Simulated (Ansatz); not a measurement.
Amorphous cells of 8 compositions: the gap between the highest filled and lowest empty level at the zone centre, by PBE and by a single point of r2SCAN on the same geometry (PBE, scalar-relativistic without spin-orbit coupling (plane waves to 420 eV, PAW; Ansatz, a quantum-chemistry and plane-wave program); r2SCAN at 500 eV). The networks come from melt-quench runs on the CHGNet potential at compositions and starting densities chosen by hand, with anions pushed apart in the CHGNet dynamics, and DFT then relaxed them. The cells are small and were quenched far faster than real films, so single cells scatter. Defect or tail levels can set these gaps. The rows are the first to finish with both values and no moments.

| cell | PBE gap x (eV) | r2SCAN gap y (eV) |
|---|---|---|
| A (Ti20O45P2, 3.45 g/cm3) | 2.38 | 2.72 |
| B (Ti20O45Nb2, 3.72 g/cm3) | 2.55 | 2.90 |
| C (Ti20O43W, 3.83 g/cm3) | 2.64 | 2.99 |
| D (Ti20O43Sc2, 3.60 g/cm3) | 2.76 | 3.10 |
| E (Ti20O42Ge, 3.37 g/cm3) | 2.77 | withheld |
| F (Ti20O43Y2, 3.44 g/cm3) | 2.81 | 3.17 |
| G (Zr20O41Ag2, 5.46 g/cm3) | 3.19 | 3.59 |
| H (Zr20O41Ba, 5.33 g/cm3) | 3.53 | 3.98 |

### Question
Fit a straight line through the 7 full rows and predict the withheld value for E (Ti20O42Ge, 3.37 g/cm3).

### Answer
Means: x = 2.837, y = 3.207. Slope = Σ(Δx Δy) / Σ(Δx²) = 1.034 / 0.9415 = 1.1; the r.m.s. residual is 0.012. Prediction: 3.207 + 1.1 × (2.77 − 2.837) = 3.13. The run gave 3.14, 0.01 above the line.
